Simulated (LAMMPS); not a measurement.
System: a twist boundary about [110] in Si (diamond structure), boundary plane (110), in-plane axes [1-12] of one grain along [-112] of the other.

Method: classical force field (static), pair style tersoff, file SiC_1994.tersoff, run in LAMMPS.

Starting crystal:

```cif
data_Si8
_chemical_formula_sum 'Si8'
_space_group_name_H-M_alt 'Fd-3m :1'
_space_group_IT_number 227
_space_group_name_Hall 'F 4d 2 3 -1d'
_cell_length_a 5.43201
_cell_length_b 5.43201
_cell_length_c 5.43201
_cell_angle_alpha 90.000
_cell_angle_beta 90.000
_cell_angle_gamma 90.000
loop_
_atom_site_label
_atom_site_type_symbol
_atom_site_symmetry_multiplicity
_atom_site_Wyckoff_symbol
_atom_site_fract_x
_atom_site_fract_y
_atom_site_fract_z
_atom_site_occupancy
Si1 Si 8 b 0.50000 0.50000 0.50000 1
```

Q: Predict the boundary energy (lowest found), the largest excess energy of an atom.

A: boundary energy (lowest found): 1.03 J/m²; largest excess energy of an atom: 0.46 eV.

Caution: the lowest energy was reached by 2 of 150 starts, so a lower structure may have been missed.
